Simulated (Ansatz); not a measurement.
N vacancy (broken-bond start) in wurtzite AlN: one set of geometries, relaxed with PBE, evaluated in Ansatz (PAW, plane waves to 420 eV, 500 eV under r2SCAN) with PBE, r2SCAN.

Cell and caveats: 96-site cell; 2×2×2 shifted k-points; start: the N site; a neighbour pushed 0.95 Å away from the vacancy, along c; charged states image-corrected; finite-size errors of tenths of an eV; flagged in the runs: a host whose relaxation on this sampling wasn't shown to rest, a strain field that reaches the edge of the cell.

| quantity | PBE | r2SCAN |
|---|---|---|
| host gap (eV) | 4.03 | 4.67 |
| ε(+2/+1) above the VBM (eV) | 0.14 | 0.50 |
| ε(+1/0) above the VBM (eV) | 3.29 | 3.60 |
| largest moment on one atom at charge +2 (μB) | 0.02 | 0.03 |
| neutral formation energy against N2 molecule in a box (eV) | 5.76 | 6.52 |
| largest moment on one atom at charge 0 (μB) | 0.04 | 0.05 |

PBE narrows the gap by 0.64 eV against r2SCAN, the highest level run, and puts the levels 0.34 eV lower above the valence-band maximum on average.

Ansatz is a quantum-chemistry and plane-wave program.
